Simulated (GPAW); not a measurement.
## Input and output of a self-consistent single point for Re (P6_3/mmc, 2 atoms in the cell) (GPAW)

Computed with PBE, GPAW PAW datasets PBE (gpaw-data 1.0.1) (plane waves; GPAW).

Input:

```python
from ase import Atoms
from ase.units import GPa
from gpaw import GPAW, PW

atoms = Atoms(['Re', 'Re'],
              cell=[[1.391178, -2.409591, 0.000000],
                    [1.391178, 2.409591, 0.000000],
                    [0.000000, 0.000000, 4.496126]],
              positions=[[1.391178, 0.803197, 1.124032],
                         [1.391178, -0.803197, 3.372095]],
              pbc=True)

calc = GPAW(mode=PW(600),
            xc='PBE',
            kpts={'size': (14, 14, 7), 'gamma': True},
            occupations={'name': 'methfessel-paxton', 'width': 0.1, 'order': 0},
            nbands=-10,
            convergence={'forces': 0.001},
            symmetry={'symmorphic': False, 'tolerance': 0.0005},
            maxiter=120,
            txt='-')

atoms.calc = calc

energy = atoms.get_potential_energy()
print('Energy (eV):', round(energy, 6))
forces = atoms.get_forces()
print('Forces (eV/Ang):')
print(forces.round(5))
stress = atoms.get_stress()
print('Stress (GPa, Voigt):', (stress / GPa).round(4))
```

The program printed (abridged):

```
Input parameters:
  convergence: {forces: 0.001}
  kpts: {gamma: True,
         size: (14, 14, 7)}
  maxiter: 120
  mode: {ecut: 600.0,
         name: pw}
  nbands: -10
  occupations: {name: methfessel-paxton,
                order: 0,
                width: 0.1}
  symmetry: {symmorphic: False,
             tolerance: 0.0005}
  xc: PBE

species:
  Re:
    name: Rhenium
    Z: 75.0
    valence: 13
    core: 62
    charge: 0.0
    file: Re.PBE.gz

    # Using partial waves for Re as LCAO basis

Reference energy: -907375.111031  # eV

Spin-paired calculation

Convergence criteria:
 Maximum [total energy] change in last 3 cyles: 0.0005 eV / valence electron
 Maximum integral of absolute [dens]ity change: 0.0001 electrons / valence electron
 Maximum integral of absolute [eigenst]ate change: 4e-08 eV^2 / valence electron
 Maximum change in the atomic [forces] across last 2 cycles: 0.001 eV/Ang OR
Maximum error relative to the maximum force is below inf
 Maximum number of scf [iter]ations: 120

Symmetries present (total): 24
Symmetries with fractional translations: 12
1372 k-points: 14 x 14 x 7 Monkhorst-Pack grid + [1/28,1/28,0.000000]
96 k-points in the irreducible part of the Brillouin zone
       k-points in crystal coordinates                weights
   0:     0.00000000    0.00000000    0.00000000          1/1372
   1:     0.00000000    0.00000000    0.14285714          2/1372
   2:     0.00000000    0.00000000    0.28571429          2/1372
   [... 7 lines left out ...]
          ...
  95:     0.50000000    0.50000000    0.42857143          6/1372

Wave functions: Plane wave expansion
  Cutoff energy: 600.000 eV
  Number of coefficients (min, max): 988, 1032
  Pulay-stress correction: 0.000000 eV/Ang^3 (de/decut=0.000000)

Occupation numbers: Methfessel-Paxton:
  width: 0.1000  # eV
  order: 0

Eigensolver

Densities:
  Coarse grid: 16*16*28 grid
  Fine grid: 32*32*56 grid
  Total Charge: 0.000000

Density mixing:
  Method: separate
  Backend: pulay
  Linear mixing parameter: 0.05
  old densities: 5
  Damping of long wavelength oscillations: 50

Hamiltonian:
  XC and Coulomb potentials evaluated on a 32*32*56 grid
  External potential:
    NoExternalPotential

XC parameters: PBE with 2 nearest neighbor stencil

Number of atoms: 2
Number of atomic orbitals: 24
Number of bands in calculation: 23
Number of valence electrons: 26
Bands to converge: occupied

Density initialized from atomic densities
  23 bands from LCAO basis set

Atomic positions and initial magnetic moments

Positions:
   0 Re     1.391178    0.803197    1.124032    ( 0.0000,  0.0000,  0.0000)
   1 Re     1.391178   -0.803197    3.372095    ( 0.0000,  0.0000,  0.0000)

Unit cell:
           periodic     x           y           z      points  spacing
  1. axis:    yes    1.391178   -2.409591    0.000000    16     0.1506
  2. axis:    yes    1.391178    2.409591    0.000000    16     0.1506
  3. axis:    yes    0.000000    0.000000    4.496126    28     0.1606

  Lengths:   2.782356   2.782356   4.496126
  Angles:   90.000000  90.000000 120.000000

Effective grid spacing dv^(1/3) = 0.1614

     iter     time        total  log10-change:
                         energy   eigst   dens  force
iter:   1 --:--:--   -23.721970
iter:   2 --:--:--   -23.686298   -1.20  -1.34
iter:   3 --:--:--   -25.062137   -0.63  -1.35
iter:   4 --:--:--   -23.556370   -1.57  -1.21
iter:   5 --:--:--   -23.515486   -3.15  -1.69
iter:   6 --:--:--   -23.323893   -1.83  -1.73
iter:   7 --:--:--   -23.324157   -3.36  -2.96
iter:   8 --:--:--   -23.323985c  -4.18  -2.86
iter:   9 --:--:--   -23.324843c  -3.75  -2.67
iter:  10 --:--:--   -23.324855c  -4.66  -3.17
iter:  11 --:--:--   -23.324852c  -5.31  -3.22
iter:  12 --:--:--   -23.324839c  -5.82  -3.30
iter:  13 --:--:--   -23.324917c  -5.02  -3.29
iter:  14 --:--:--   -23.324924c  -5.60  -3.79
iter:  15 --:--:--   -23.324924c  -6.07  -4.14c
iter:  16 --:--:--   -23.324924c  -6.44  -4.26c
iter:  17 --:--:--   -23.324925c  -7.29  -4.35c
iter:  18 --:--:--   -23.324925c  -8.37c -4.44c
iter:  19 --:--:--   -23.324925c  -7.68c -4.48c -16.53c

Converged after 19 iterations.

Dipole moment: (0.000000, -0.000000, 0.000007) |e|*Ang

Energy contributions relative to reference atoms: (reference = -907375.111031)

Kinetic:         +0.571951
Potential:       -4.842719
External:        +0.000000
XC:             -19.204582
Entropy (-ST):   -0.007214
Local:           +0.154031
SIC:             +0.000000
--------------------------
Free energy:    -23.328532
Extrapolated:   -23.324925

Showing only first 2 kpts
 Kpt  Band  Eigenvalues  Occupancy
  0    11     13.20983    2.00000
  0    12     13.20983    2.00000
  0    13     14.11076    0.00074
  0    14     14.11076    0.00074

  1    11     13.06629    2.00000
  1    12     13.06629    2.00000
  1    13     13.81570    1.57440
  1    14     14.43082    0.00000

Fermi level: 13.87204

No gap
No difference between direct/indirect transitions
Energy (eV): -23.324925

Forces in eV/Ang:
  0 Re    0.00000    0.00000    0.00000
  1 Re    0.00000   -0.00000   -0.00000

Stress tensor:
     0.020588     0.000000    -0.000000
     0.000000     0.020588     0.000000
    -0.000000     0.000000     0.022093
Stress (GPa, Voigt): [ 3.2986  3.2986  3.5397  0.     -0.      0.    ]
```

The run converged in 19 iterations. GPAW prints stress with tension positive.

The starting cell has typed, rounded lattice constants, without a prior relaxation at this level. Its lattice was rescaled by a random factor within 2.5 % of one. Spin-orbit coupling is off. Spin polarisation is off. With a pressure of about -3 GPa the cell is away from its equilibrium volume at this level.

Cost on one core of a shared machine: roughly 70 s.
